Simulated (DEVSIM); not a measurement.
Structure: Mo/AlN/p-In0.53Ga0.47As capacitor, at 300 K.

```
layer (left to right)        material  thickness (nm)  Na (cm⁻³)
---------------------  --------------  --------------  ---------
1                                 AlN            3.20          -
2                      In0.53Ga0.47As            1600     1.3e17
```

Metal gate on the left, work function 4.6 eV. Fixed charge at the semiconductor interface -2.9e11 cm⁻² (in units of +e); no interface traps.

This is a model device: material constants are rounded textbook-type values typed into the input, and sizes, dopings and lifetimes were drawn at random. Values at 300 K.

```csv
parameter,AlN,In0.53Ga0.47As
gap (eV),6.1,0.74
affinity (eV),1.9,4.51
permittivity,8.5,13.9
Nc (cm⁻³),-,2.1e17
Nv (cm⁻³),-,7.7e18
```

DEVSIM, 1D Poisson equation in equilibrium, Boltzmann statistics, complete ionisation; no quantum confinement or tunnelling. Metal contacts follow the ideal Schottky-Mott rule: no Fermi-level pinning, no interface dipoles.

The AlN thickness was swept, all else fixed.

| AlN thickness (μm) | capacitance of the dielectric stack (μF/cm²) | flat-band voltage (V) | minimum of the low-frequency capacitance (μF/cm²) |
|---|---|---|---|
| 0.0013 | 5.79 | -0.54 | 0.160 |
| 0.0018 | 4.18 | -0.53 | 0.159 |
| 0.0022 | 3.42 | -0.53 | 0.157 |
| 0.0027 | 2.79 | -0.53 | 0.155 |
| 0.0032 | 2.35 | -0.52 | 0.154 |
| 0.0038 | 1.98 | -0.52 | 0.152 |

From the first row to the last the capacitance of the dielectric stack goes from 5.79 to 1.98. From the first row to the last the flat-band voltage goes from -0.54 to -0.52.
